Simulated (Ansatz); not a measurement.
# TiO2: response to strain

Base system: TiO₂ in the anatase structure (space group I4_1/amd, No. 141; a = 3.799 Å, c = 9.701 Å). Axes: x, y, z lie along a, b, c of the conventional cell.

Strains are applied to the cell and any free atomic positions relax.

Level of theory: Kohn–Sham DFT with the PBE functional, run in Ansatz (a program for electronic structure) with PAW and 420 eV plane waves, scalar-relativistic without spin-orbit coupling.

Notes on the quantities. pressure: mean of the normal stresses, compression positive; energy relative to the base: free energy F.

| case | pressure | energy relative to the base | volume per atom | largest internal atomic displacement | width of the top valence band |
|---|---|---|---|---|---|
| base | 0.00 GPa | 0 meV/atom | 11.67 Å³ | – | 0.84 eV |
| uniaxial strain ε_zz = −3.00 % | 4.89 GPa | +6.3 meV/atom | 11.32 Å³ | 0.036 Å | 0.89 eV |
| uniaxial strain ε_zz = −2.40 % | 3.89 GPa | +4.0 meV/atom | 11.39 Å³ | 0.028 Å | 0.88 eV |
| uniaxial strain ε_zz = −1.80 % | 2.90 GPa | +2.3 meV/atom | 11.46 Å³ | 0.021 Å | 0.87 eV |
| uniaxial strain ε_zz = −1.20 % | 1.93 GPa | +1.0 meV/atom | 11.53 Å³ | 0.014 Å | 0.86 eV |
| uniaxial strain ε_zz = −0.60 % | 0.95 GPa | +0.2 meV/atom | 11.60 Å³ | – | 0.85 eV |

The levels and masses belong to the bands next to the band gap. Stability against distortions was not tested. The final runs are not spin-polarised.
